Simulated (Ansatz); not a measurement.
Consider the energy change from cell B to cell A (1 Cl replaced by I, in a slab cell with three atoms a plane). Reaction: cell B + I (Cmce) → cell A + 1/2 Cl2 (gas). A negative value means that the right-hand side lies lower.

Cell A: a slab of Cu (fcc, Fm-3m) cut along (111), 19 atoms, hexagonal cell of 4.36 Å (16.5 Å²), symmetry P31m, 12.5 Å thick under 16 Å of vacuum, in-plane vectors held at the crystal's; planes from bottom to top: Cu3 × 6 | I, its two faces unlike (dipole correction applied); added, foreign or displaced atoms, above the top plane: I bound to 3 Cu at 2.66 Å; spin state with PBE: run without spin, k-point mesh 12×12×1.
```
Cu18I
1.0
    4.36434     0.00000     0.00000
    2.18217     3.77963     0.00000
    0.00000     0.00000    28.40620
Cu I
18 1
Cartesian
  1.45478   0.00000   7.98383
  0.72601   1.26227  10.04935
  0.00426   0.00000  12.10796
  1.45478   0.00000  14.18865
  0.72158   1.26994  16.23425
 -0.01678   0.00000  18.28899
  3.63695   1.25988   7.97579
  2.90818   2.51736  10.04935
  2.18004   1.25619  12.10796
  3.63695   1.25988  14.15945
  2.90375   2.50969  16.23425
  2.19056   1.27441  18.28899
  5.81912   2.51975   7.97579
  2.91232   0.00000  10.04935
  4.36221   2.52344  12.10796
  5.81912   2.51975  14.15945
  2.92118   0.00000  16.23425
  4.37273   2.50522  18.28899
  1.45478   0.00000  20.50323
```

Cell B: a slab of Cu (fcc, Fm-3m) cut along (111), 19 atoms, hexagonal cell of 4.36 Å (16.5 Å²), symmetry P31m, 12.2 Å thick under 16 Å of vacuum, in-plane vectors held at the crystal's; planes from bottom to top: Cu3 × 6 | Cl, its two faces unlike (dipole correction applied); added, foreign or displaced atoms, above the top plane: Cl bound to 3 Cu at 2.38 Å; spin state with PBE: run without spin, k-point mesh 12×12×1.
```
Cu18Cl
1.0
    4.36434     0.00000     0.00000
    2.18217     3.77963     0.00000
    0.00000     0.00000    28.11048
Cu Cl
18 1
Direct
  0.33333   0.00000   0.28411
  0.99939   0.33394   0.35764
  0.00079   0.00000   0.43087
  0.33333   0.00000   0.50482
  0.99719   0.33614   0.57762
  0.99588   0.00000   0.65059
  0.66667   0.33333   0.28392
  0.33333   0.66606   0.35764
  0.33333   0.33254   0.43087
  0.66667   0.33333   0.50387
  0.33333   0.66386   0.57762
  0.33333   0.33746   0.65059
  0.00000   0.66667   0.28392
  0.66727   0.00000   0.35764
  0.66588   0.66746   0.43087
  0.00000   0.66667   0.50387
  0.66948   0.00000   0.57762
  0.67079   0.66254   0.65059
  0.33333   0.00000   0.71689
```

Reference: I (Cmce), 4 atoms in the cell, k-point mesh 10×10×4 on the run's own vectors. Conventional cell: a = 7.348 Å, b = 4.486 Å, c = 9.650 Å, α = β = γ = 90.00°.

Reference: an isolated Cl2 molecule (singlet) in a box of 11 × 11 × 14 Å.

Computed with Ansatz (plane waves, PAW), its default PAW set, cutoff 420 eV, 500 eV for r2SCAN. The structures are at rest with PBE+D3(BJ), within the held lattices; other levels are single points on them. Neutral cells; Fermi-Dirac smearing of at most 0.10 eV in the solids, energies taken to zero width. The lattices are those relaxed with PBE+D3(BJ), so at other levels the solids can be strained, which adds to the spread. A dispersion term (D3(BJ), or D4 for r2SCAN) was computed beside these levels and is taken off wherever the name lacks it. Nuclei at rest; no vibrational terms. The structures are the rest points that the relaxations reached, not proven lowest. The runs are scalar-relativistic, without spin-orbit coupling. No Hubbard U is applied. Values are for these cell sizes. Cell A has symmetry P31m and got no random move, so less symmetric positions, which may lie lower, weren't tried. Cell B has symmetry P31m and got no random move, so less symmetric positions, which may lie lower, weren't tried.

Q: Give the value at the level PBE+D3(BJ).

A: 0.52 eV, for cell B + I (Cmce) → cell A + 1/2 Cl2 (gas).

Q: What do the other levels give, and how wide is the spread?

A: 
```tsv
Method	value (eV)	less PBE+D3(BJ)
PBE	0.47	-0.05
r2SCAN	0.60	0.08
r2SCAN+D4	0.63	0.11
```

The levels span 0.16 eV, from PBE (0.47) to r2SCAN+D4 (0.63).

Ansatz is a program for electronic structure.
